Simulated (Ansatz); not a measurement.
AlN (model structure, started from the HgO type, Fm-3m, No. 225, 6 atoms in the cell) was calculated with r²SCAN in Ansatz (PAW).

Settings: plane-wave cutoff 560 eV, 12×12×6 k mesh (along the axes of the cell as run), Fermi–Dirac smearing 0.01 eV, scalar-relativistic PAW data made under PBE.

The cell is the one relaxed with PBE-D3(BJ). Conventional cell: a = 4.0353 Å, b = 4.0353 Å, c = 4.0353 Å, α = 90.00°, β = 90.00°, γ = 90.00°.

```
CELL_PARAMETERS angstrom
      2.85339     0.00000     0.00000
     -1.42670     2.47111     0.00000
      0.00000     0.00000     6.98935
ATOMIC_POSITIONS crystal
  Al 0.33334 0.33334 0.50000
  Al 0.66666 0.00000 0.83333
  Al 0.00000 0.66666 0.16667
  N  0.33333 0.33333 0.00000
  N  0.66667 0.00000 0.33333
  N  0.00000 0.66667 0.66667
```

Task: List the 15 lowest band energies at Γ above −25 eV (eV, relative to the valence band maximum), grouping those that round alike.

Result: At Γ: -18.45, -16.36 (×2), -6.37 (×2), -0.90 (×4), 0.00 (×3), 6.56, 7.36 (×2).

Note: the relaxation could raise the start's symmetry but not lower it, so the cell can be a saddle point; cell and atoms aren't relaxed at this level (pressure 0.5 GPa).

A model structure was made by putting elements into a prototype or built by hand; it is no filed structure, need not be a known phase, and can be a saddle point held by its symmetry.

Ansatz is a quantum-chemistry and plane-wave program.
